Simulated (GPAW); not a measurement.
Checking a run of GPAW on RbZrCu₃Se₄ (P-43m, 9 atoms in the cell). The aim is a self-consistent single point with DFT LDA (Perdew-Wang 92), plane waves, GPAW PAW datasets LDA (gpaw-data 1.0.1).

Cell that was meant: a = 6.3489 Å, b = 6.3489 Å, c = 6.3489 Å, α = 90.00°, β = 90.00°, γ = 90.00°.

Part of the input:

```python
                                [0.772570, 0.227430, 0.772570]],
              pbc=True)

calc = GPAW(mode=PW(200),
            xc='LDA',
            kpts=(5, 5, 5),
            occupations={'name': 'methfessel-paxton', 'width': 0.01, 'order': 0},
```

Log, with long lists cut:

```
Input parameters:
  convergence: {bands: -6}
  kpts: [5 5 5]
  maxiter: 150
  mode: {ecut: 200.0,
         name: pw}
  nbands: -8
   [... lines left out ...]
   8 Se     4.904985    1.443935    4.904985    ( 0.0000,  0.0000,  0.0000)

Unit cell:
           periodic     x           y           z      points  spacing
  1. axis:    yes    6.348920    0.000000    0.000000    21     0.3023
  2. axis:    yes    0.000000    6.348920    0.000000    21     0.3023
  3. axis:    yes    0.000000    0.000000    6.348920    21     0.3023

  Lengths:   6.348920   6.348920   6.348920
  Angles:   90.000000  90.000000  90.000000

Effective grid spacing dv^(1/3) = 0.3023
     iter     time        total  log10-change:
                         energy   eigst   dens
iter:   1 --:--:--   -40.621490   -0.30
iter:   2 --:--:--   -38.389962   -1.32  -1.30
iter:   3 --:--:--   -37.375030   -1.51  -1.37
iter:   4 --:--:--   -37.542436   -1.14  -1.42
iter:   5 --:--:--   -37.210404   -2.31  -1.64
iter:   6 --:--:--   -39.180063   -0.85  -1.79
iter:   7 --:--:--   -37.087373   -1.66  -1.56
iter:   8 --:--:--   -36.846185   -1.68  -2.03
iter:   9 --:--:--   -36.854461   -2.79  -2.23
iter:  10 --:--:--   -36.825777c  -3.54  -2.32
iter:  11 --:--:--   -36.819562c  -3.66  -2.55
iter:  12 --:--:--   -36.819080c  -4.02  -2.63
iter:  13 --:--:--   -36.818695c  -3.80  -2.61
iter:  14 --:--:--   -36.818457c  -4.83  -2.67
   [... 6 lines left out ...]
iter:  21 --:--:--   -36.817583c  -4.97  -3.30
iter:  22 --:--:--   -36.817593c  -6.46  -3.58
iter:  23 --:--:--   -36.817577c  -5.97  -3.70
iter:  24 --:--:--   -36.817564c  -6.16  -3.87
iter:  25 --:--:--   -36.817560c  -7.13  -4.17c
iter:  26 --:--:--   -36.817561c  -7.06  -4.23c
iter:  27 --:--:--   -36.817561c  -8.00c -4.29c
Converged after 27 iterations.

Dipole moment: (-0.000000, -0.000000, -0.000000) |e|*Ang

Energy contributions relative to reference atoms: (reference = -577715.305110)

Kinetic:        -27.415907
Potential:      +22.039489
External:        +0.000000
XC:             -32.456692
Entropy (-ST):   -0.000000
Local:           +1.015549
SIC:             +0.000000
--------------------------
Free energy:    -36.817561
Extrapolated:   -36.817561

Showing only first 2 kpts
 Kpt  Band  Eigenvalues  Occupancy
  0    37      2.41857    2.00000
  0    38      2.41857    2.00000
  0    39      3.60859    0.00000
  0    40      5.00004    0.00000

  1    37      2.44996    2.00000
  1    38      2.44998    2.00000
  1    39      4.07766    0.00000
  1    40      5.10577    0.00000

   [... lines left out ...]
Fermi level: 3.54849
Gap: 0.921 eV
Direct gap: 1.190 eV
   [... lines left out ...]
  4 Cu    0.00000    0.00000   -0.00000
  5 Se   -0.41359   -0.41359   -0.41359
  6 Se   -0.41359    0.41359    0.41359
  7 Se    0.41359    0.41359   -0.41359
  8 Se    0.41359   -0.41359    0.41359

Stress tensor:
     0.198873     0.000000     0.000000
     0.000000     0.198873    -0.000000
     0.000000    -0.000000     0.198873
Stress (GPa, Voigt): [31.863 31.863 31.863 -0.     0.     0.   ]
```

Q: Is this run sound? If not, what is wrong?

A: The run is not sound. The fault is a basis or grid far too coarse for these potentials. The error of an incomplete plane-wave basis or grid does not cancel at such settings. To fix it, restore the cutoff that the potentials need and check convergence. The run converged in 27 iterations without an error; against the sound input the free energy goes up by 848 meV/atom, the pressure goes from -4.79 to -31.86 GPa, the largest force hardly changes (0.712 to 0.716 eV/Å) and the gap on the mesh goes from 0.829 to 0.921 eV.

An input that runs soundly differs in these lines (not the only fix; some lines may just follow from the change or write a value another way):
```diff
-calc = GPAW(mode=PW(200),
+calc = GPAW(mode=PW(800),
```

With that input, the run converged in 27 iterations: free energy E − TS (from the program's reference atoms) -44.4503 eV; top of the valence band (on the code's own zero) 2.74 eV; gap on the k-point mesh 0.83 eV; pressure -4.79 GPa; largest force (vector length) 0.712 eV/Å (DFT LDA (Perdew-Wang 92), plane waves, GPAW PAW datasets LDA (gpaw-data 1.0.1)).

On the sound input: the starting cell comes from a database of computed structures (which also holds hypothetical and non-ambient phases and stackings), without a prior relaxation at this level. With a pressure of about -5 GPa the cell is away from its equilibrium volume at this level.
